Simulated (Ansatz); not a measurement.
An Ansatz (a first-principles code) run: hypothetical P6_3/mmc PbS; DFT with PBEsol, PAW potentials and a 420 eV plane-wave cutoff in Ansatz, no spin-orbit coupling.

Input:

Ansatz 0.2 input:
```yaml
crystal:
  lattice:
    - [4.951089629, 0, 0]
    - [-2.4755448145, 4.2877693952, 0]
    - [0, 0, 5.916109698]
  atoms:
    - { symbol: Pb, position: [0.6666666667, 0.3333333333, 0.25] }
    - { symbol: Pb, position: [0.3333333333, 0.6666666667, 0.75] }
    - { symbol: S, position: [0.6666666667, 0.3333333333, 0.75] }
    - { symbol: S, position: [0.3333333333, 0.6666666667, 0.25] }
basis: { ecutwfc: 420, ecutrho_ratio: 4, xc_grid: 2, fft_grid_basis: typed }
kpoints: { mp_grid: { grid: [8, 8, 6] } }
hamiltonian:
  xc: pbesol
  dispersion: none
  pseudopotentials: { kind: paw }
scf: { occupations: { method: fermi_dirac, width: 0.05 }, convergence: { dr2_threshold: 0.0000000004 } }
output: { forces: true, stress: true }
```

Output (explanatory and most iteration lines left out):

```
Pseudopotential: Pb, paw, valence charge 14
Pseudopotential: S, paw, valence charge 6
Crystal: 4 atoms, lattice volume = 125.594 Å³
Basis set: ecut = 420 eV, 2449 PW (Γ), exchange–correlation on 72×72×80 points (8 copies of the dense FFT grid, shifted against one another)
Bands: 24, of which v1, the nominal top of the filled ones, is band 20 counted from 1 (19 counted from 0)
Symmetry: 24 space group operations
Space group: P63/mmc (ITA 194), of the structure as read, at distance tolerance 5.0e-5 Å
k-points: 40 of 384
Functional: x = pbesol(κ = 0.804, μ = 0.12345679012345678), c = pbesol(β = 0.046)
SCF iter   1: F=—  HF=-25281.384851 eV  |F-HF|=—  |Δ(HF+E_count)|=         —  Δρ=3.24e-3  dr2=2.19e-2  ethr=1.77e-3  ⟨swp⟩=6.5  Hψ=4781  notcnv=0
SCF iter   2: F=—  HF=-25281.378137 eV  |F-HF|=—  |Δ(HF+E_count)|=   6.71e-3  Δρ=1.08e-3  dr2=1.34e-3  ethr=5.48e-5  ⟨swp⟩=2.0  Hψ=1511  notcnv=0
SCF 1 converged in 8 iterations: F = -25281.378506 eV  dr2 = 8.05e-11
SCF converged after 8 iterations
Free energy (F): -25281.378506 eV
Internal energy: -25281.378506 eV  (E = F + TS)
E sigma→0 (E₀):  -25281.378506 eV
Entropy (-TS):   -0.000000 eV (-0.000 meV/atom)
Fermi energy:    6.723910 eV
--- Forces (eV/Å), atoms counted from 1 ---
  atom   1  Pb    -0.00000000    -0.00000000     0.00000000
  atom   2  Pb     0.00000000     0.00000000    -0.00000000
  atom   3  S      0.00000000     0.00000000     0.00000000
  atom   4  S      0.00000000     0.00000000    -0.00000000
--- Stress (GPa, compression-positive) ---
       -0.006958       0.000000      -0.000000
        0.000000      -0.006958      -0.000000
       -0.000000      -0.000000      -0.005790
  P = ⅓ Tr σ = -0.0066 GPa (-0.066 kbar)
```

With Pb present, leaving out spin-orbit coupling can change the band edges. Whether these cells are dynamically stable was not tested. The base started in P6_3mc and relaxed to P6_3/mmc at this level. The cell is PbS (space group P6_3/mmc, No. 194; a hypothetical phase, not in the database extracts checked).
